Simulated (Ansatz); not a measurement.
An Ansatz (a program for electronic structure) run: BC5 with a change (pressure 0.7 GPa); plane-wave PAW DFT at the PBEsol level (Ansatz, 420 eV), no SOC.

Input:

Ansatz 0.2 input:
```yaml
crystal:
  lattice:
    - [-1.249216497, 1.249216497, 5.6835558419]
    - [1.249216497, -1.249216497, 5.6835558419]
    - [1.249216497, 1.249216497, -5.6835558419]
  atoms:
    - { symbol: B, position: [0.75, 0.25, 0.5] }
    - { symbol: C, position: [0.8440193872, 0.8440193872, 0] }
    - { symbol: C, position: [0.1559806128, 0.1559806128, 0] }
    - { symbol: C, position: [0.5, 0.5, 0] }
    - { symbol: C, position: [0.4200560821, 0.9200560821, 0.5] }
    - { symbol: C, position: [0.0799439179, 0.5799439179, 0.5] }
basis: { ecutwfc: 420, ecutrho_ratio: 4, xc_grid: 2, fft_grid_basis: typed }
kpoints: { mp_grid: { grid: [20, 20, 20] } }
hamiltonian:
  xc: pbesol
  dispersion: none
  pseudopotentials: { kind: paw }
scf: { occupations: { method: fermi_dirac, width: 0.05 } }
relax: { f_tol: 0.01, max_steps: 60, cell: { stress_tol: 0.02, p_target: 0.7 } }
output: { forces: true, stress: true }
checkpoint: { write: state.ck, write_every: 1000 }
```

Output (explanatory and most iteration lines left out):

```
Relaxation: its limit of steps is 60 (relax.max_steps)
Pseudopotential: B, paw, valence charge 3
Pseudopotential: C, paw, valence charge 4
Crystal: 6 atoms, lattice volume = 35.478 Å³
Basis set: ecut = 420 eV, 683 PW (Γ), exchange–correlation on 80×80×80 points (8 copies of the dense FFT grid, shifted against one another)
Bands: 18, of which v1, the nominal top of the filled ones, is band 12 counted from 1 (11 counted from 0)
Symmetry: 8 space group operations
Space group: I-4m2 (ITA 119), of the structure as read, at distance tolerance 3.3e-5 Å
k-points: 641 of 8000 (time reversal used)
Functional: x = pbesol(κ = 0.804, μ = 0.12345679012345678), c = pbesol(β = 0.046)
SCF iter   1: F=—  HF=-1385.368380 eV  |F-HF|=—  |Δ(HF+E_count)|=         —  Δρ=1.91e-2  dr2=1.80e-1  ethr=1.77e-3  ⟨swp⟩=6.1  Hψ=60462  notcnv=0
SCF iter   2: F=—  HF=-1385.350076 eV  |F-HF|=—  |Δ(HF+E_count)|=   1.83e-2  Δρ=1.23e-2  dr2=1.13e-1  ethr=7.83e-4  ⟨swp⟩=1.0  Hψ=16666  notcnv=0  defer=5
SCF 1 converged in 6 iterations: F = -1385.322472 eV  dr2 = 2.74e-8
relax step   1: F+E_penalty+E_count = -1385.32247223 eV  Δ(F+E_penalty+E_count) = +0.000e0 eV  max|allowed force component| = 3.848e-4 eV/Å  Δτ_max = 0.0000 Å  P = +0.295 GPa  Ω = 35.478 Å³  (6 SCF iters, dr2 threshold 1.00e-7 eV, accepted)
[... steps on the carried basis left out ...]
relax step   4: F+E_penalty+E_count = -1385.32236834 eV  Δ(F+E_penalty+E_count) = +1.849e-4 eV  max|allowed force component| = 5.766e-4 eV/Å  Δτ_max = 0.0000 Å  P = +0.694 GPa  Ω = 35.442 Å³  stress off target by 1.27e-2 GPa  SCF on the basis re-selected at this cell (its energy is not comparable with the rows above)  (8 SCF iters)
SCF converged after 8 iterations
Free energy (F): -1385.322368 eV
Internal energy: -1385.317748 eV  (E = F + TS)
E sigma→0 (E₀):  -1385.320058 eV
Entropy (-TS):   -0.004621 eV (-0.770 meV/atom)
Fermi energy:    12.152065 eV
--- Forces (eV/Å), atoms counted from 1 ---
  atom   1  B      0.00000000    -0.00000000    -0.00000000
  atom   2  C     -0.00000000     0.00000000    -0.00057655
  atom   3  C     -0.00000000    -0.00000000     0.00057655
  atom   4  C     -0.00000000    -0.00000000     0.00000000
  atom   5  C      0.00000000     0.00000000    -0.00020087
  atom   6  C      0.00000000    -0.00000000     0.00020087
--- Stress (GPa, compression-positive) ---
        0.687252      -0.000000      -0.000000
       -0.000000       0.687252      -0.000000
       -0.000000      -0.000000       0.707469
  P = ⅓ Tr σ = 0.6940 GPa (6.940 kbar)
--- Relaxed structure (3 steps of the walk, 3 accepted, 1 SCFs on fresh bases) ---
  cell:  # Å, volume = 35.4418 Å³
    - [-1.248784096771422, 1.248784096771422, 5.681728300401793]
    - [1.248784096771422, -1.248784096771422, 5.681728300401793]
    - [1.248784096771422, 1.248784096771422, -5.681728300401793]
  atoms:
    - { symbol: B, position: [0.75, 0.25000000000000006, 0.5] }
    - { symbol: C, position: [0.8440127866683749, 0.8440127866683749, 4.887646711163893e-34] }
    - { symbol: C, position: [0.15598721333162513, 0.15598721333162513, 9.952085791332966e-35] }
    - { symbol: C, position: [0.5000000000000001, 0.5000000000000001, 2.3211301403342215e-34] }
    - { symbol: C, position: [0.4200536697016356, 0.9200536697016356, 0.5] }
    - { symbol: C, position: [0.07994633029836444, 0.5799463302983644, 0.5] }
```

Load acts through the strain it causes; cell and atoms are relaxed under it. Whether these cells are dynamically stable was not tested. All final runs are without spin polarisation. The cell was made from BC$_{5}$ (space group I-4m2, No. 119; a cell from a computed database, its experimental status unchecked) by this change: pressure 0.7 GPa.
